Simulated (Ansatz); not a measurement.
**Zn on a Mg site (surface) in a 3x3 cell of the 1x1 (100) surface of rock-salt MgO (cut with top plane Mg + O)**

Host crystal: rock-salt MgO, with a band gap (PBE, scalar-relativistic without spin-orbit coupling).

Computed with PBE (plane waves to 420 eV, PAW; Ansatz, a program for electronic structure).

Model: 72-atom slab, 6.4 Å thick at the start (thin: gaps and levels are the slab's own), 2x2x1 mesh, Fermi-Dirac 0.01 eV, dipole correction, 18 atoms held, the rest relaxed; start symmetry kept, larger cells not searched; no spin, no spin-orbit, no U.

```yaml
formation energy against hcp Mg, hcp Zn: 2.58 eV
gap_of_the_slab_on_its_k_mesh: 3.12 eV
highest_filled_level_below_the_top_vacuum_level: 4.97 eV
change_of_the_step_from_the_bottom_to_the_top_vacuum_level_against_the_clean_slab: 0.065 eV
energy_released_by_relaxation: 0.023 eV
largest_move_of_a_host_atom: 0.03 Å
```
